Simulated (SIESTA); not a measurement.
Input and output of a self-consistent single point for HfC (I4mm, 2 atoms in the cell) (SIESTA).

Computed with LDA PW92, numerical atomic orbitals DZP, PseudoDojo LDA standard norm-conserving potentials (rewritten from UPF to PSML) run with SIESTA.

```
CELL_PARAMETERS angstrom
      0.00000     2.33160     2.33160
      2.33160     0.00000     2.33160
      2.33160     2.33160     0.00000
ATOMIC_POSITIONS crystal
  Hf 0.01072 0.01072 0.98928
  C  0.50000 0.50000 0.50000
```

Reference input (self-consistent single point, DFT, LDA PW92, numerical atomic orbitals DZP, PseudoDojo LDA standard norm-conserving potentials (rewritten from UPF to PSML)): XC.functional = LDA; XC.authors = PW92; potentials = PseudoDojo LDA standard; PAO.BasisSize = DZP; PAO.EnergyShift = 0.005 Ry; MeshCutoff = 300 Ry; kgrid.MonkhorstPack = 6 6 6; OccupationFunction = FD; ElectronicTemperature = 0.1 eV; MaxSCFIterations = 150; SCF.Mixer.Method = Broyden; SCF.Mixer.Weight = 0.2. This run's input differs from it in these lines:

```diff
@@ -28,5 +28,5 @@
 %block kgrid.MonkhorstPack
-    6   0   0  0.0
-    0   6   0  0.0
-    0   0   6  0.0
+    7   0   0  0.0
+    0   7   0  0.0
+    0   0   7  0.0
 %endblock kgrid.MonkhorstPack
```

Output, abridged:

```
        iscf     Eharris(eV)        E_KS(eV)     FreeEng(eV)     dDmax    Ef(eV) dHmax(eV)
   scf:    1    -1676.723083    -1695.825592    -1695.829467  1.659269 -6.793922  9.186991
   scf:    2    -1704.153933    -1700.911096    -1700.921994  0.319334 -6.013154  3.259066
   scf:    3    -1701.735976    -1701.542181    -1701.552990  0.121355 -5.627287  0.857101
   scf:    4    -1701.568777    -1701.556698    -1701.567511  0.073752 -5.714481  0.187459
   scf:    5    -1701.558186    -1701.557547    -1701.568362  0.020979 -5.742531  0.011729
   [... 11 lines left out ...]
   scf:   17    -1701.557557    -1701.557557    -1701.568376  0.000019 -5.746482  0.000060
   scf:   18    -1701.557556    -1701.557557    -1701.568376  0.000015 -5.746485  0.000049
   scf:   19    -1701.557556    -1701.557556    -1701.568376  0.000012 -5.746488  0.000040
   scf:   20    -1701.557556    -1701.557556    -1701.568376  0.000010 -5.746490  0.000033
SCF Convergence by DM+H criterion
max |DM_out - DM_in|         :     0.0000095427
max |H_out - H_in|      (eV) :     0.0000326604
SCF cycle converged after 20 iterations

Using DM_out to compute the final energy and forces

siesta: E_KS(eV) =            -1701.5576

siesta: E_KS - E_eggbox =     -1701.5576

siesta: Atomic forces (eV/Ang):
     1    0.000000    0.000000   -0.382225
     2    0.000000    0.000000    0.374167
   Tot    0.000000    0.000000   -0.008059
   Max    0.382225
   Res    0.218364    sqrt( Sum f_i^2 / 3N )
   Max    0.382225    constrained

Stress tensor Voigt[x,y,z,yz,xz,xy] (kbar):      131.23      131.23      125.99       -0.00       -0.00       -0.00
(Free)E + p*V (eV/cell)    -1703.6171
Target enthalpy (eV/cell)    -1701.5684

siesta: Program's energy decomposition (eV):
siesta: FreeEng =     -1701.568376

   [... lines left out ...]
siesta:     0.081907   -0.000000   -0.000000
siesta:    -0.000000    0.081907   -0.000000
siesta:    -0.000000   -0.000000    0.078636

siesta: Cell volume =         25.350827 Ang**3

siesta: Pressure (static):
siesta:                Solid            Molecule  Units
siesta:          -0.00088020         -0.00100378  Ry/Bohr**3
siesta:          -0.08081657         -0.09216258  eV/Ang**3
siesta:        -129.48242171       -147.66073479  kBar
```

The run converged in 20 iterations. Against the reference run the free energy goes down by 2.8 meV/atom, the pressure moves little (-12.89 to -12.95 GPa) and the largest force goes from 0.346 to 0.382 eV/Å.

The starting cell has typed, rounded lattice constants, without a prior relaxation at this level. Its lattice was rescaled by up to half a per cent. One atom was moved a little off its site on purpose. Values carry the incompleteness of an atom-centred basis. With a pressure of about -13 GPa the cell is away from its equilibrium volume at this level.

Cost on one core of a shared machine: roughly 30 s.
